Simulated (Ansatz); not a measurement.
Given:

```yaml
crystal:
  lattice:
    - [0.00000, 2.22860, 2.22860]
    - [2.22860, 0.00000, 2.22860]
    - [2.22860, 2.22860, 0.00000]
  atoms:
    - { symbol: Ta, position: [0.00000, 0.00000, 0.00000] }
    - { symbol: C, position: [0.50000, 0.50000, 0.50000] }
```

Calculation: PBEsol, DFPT electron-phonon coupling, linearised Boltzmann equation (plane waves, PAW, scalar-relativistic; Ansatz, a quantum-chemistry and plane-wave program). Condition of this run: hydrostatic pressure -4 GPa (the target of the relaxation). How the cell was made: relaxed with this functional, without spin-orbit coupling, then loaded as said.

### Question
What phonon-limited resistivity does this give at 300 K?

### Answer
16.1 μΩ·cm.

### Question
How long is the mean free path there?

### Answer
4.5 nm, weighted by the current that each state carries. Wires not much wider than this gain resistivity from their walls.

A metal at this level (no band gap). Only scattering by harmonic phonons is included (no impurities, grain boundaries, electron-electron scattering or thermal expansion). Spin-orbit coupling is left out, which matters with elements this heavy. The squared frequency of the phonon mode least converged on the k mesh is uncertain by about 23 %. Halving the electron mesh (32x32x32) moves the resistivity by up to 4 % at 300 K, the mean free path by up to 8 %. Smearing 0.20 eV; phonons on a 5x5x5 q mesh, which this run doesn't test.
